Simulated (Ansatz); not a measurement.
The parent structure is Ca₃P₂ (space group P-3m1, No. 164; a = 4.675 Å, c = 7.039 Å; a hypothetical phase, not in the database extracts checked). Axes: x lies along a and z along c of the hexagonal cell.

(Cell as relaxed with PBE.)

Levels (all Ansatz, a first-principles code, PAW): PBE (420 eV, without spin-orbit coupling); r2SCAN (500 eV, no spin-orbit coupling).

Each level relaxes its own structure.

```json
[
 {"base": "volume per atom", "PBE": "26.65 Å³", "r2SCAN": "26.52 Å³"},
 {"base": "lattice parameter a", "PBE": "8.835 bohr", "r2SCAN": "8.825 bohr"},
 {"base": "band gap", "PBE": "1.39 eV", "r2SCAN": "1.68 eV"}
]
```

It is then changed as follows: strain tensor (xx, yy, zz, yz, xz, xy) = (−0.71, −0.22, +0.71, −0.40, +2.36, +0.88) %, atoms relaxed at fixed cell.

| quantity | PBE | r2SCAN |
|---|---|---|
| smallest direct gap | 1.97 eV | ___ |
| valence-band top at Γ (three highest levels, from the VBM) | 0.00, -0.65, -0.74 eV | ___ |
| shortest interatomic distance | 5.275 bohr | ___ |
| energy relative to the base (free energy F) | +9.1 meV/atom | ___ |

Task: Given the PBE results, estimate those of r2SCAN.

Result: 
- smallest direct gap, r2SCAN: 2.44 eV
- valence-band top at Γ (three highest levels, from the VBM), r2SCAN: 0.00, -0.68, -0.77 eV
- shortest interatomic distance, r2SCAN: 5.266 bohr
- energy relative to the base (free energy F), r2SCAN: +9.7 meV/atom

PBE's smallest direct gap lies 0.47 eV below r2SCAN's; PBE's shortest interatomic distance lies 0.009 bohr above r2SCAN's (0.2 %); PBE's energy relative to the base lies 0.6 meV/atom below r2SCAN's. Neither level is exact; r2SCAN is the comparison here, not a measurement.

No phonon test of stability was made.
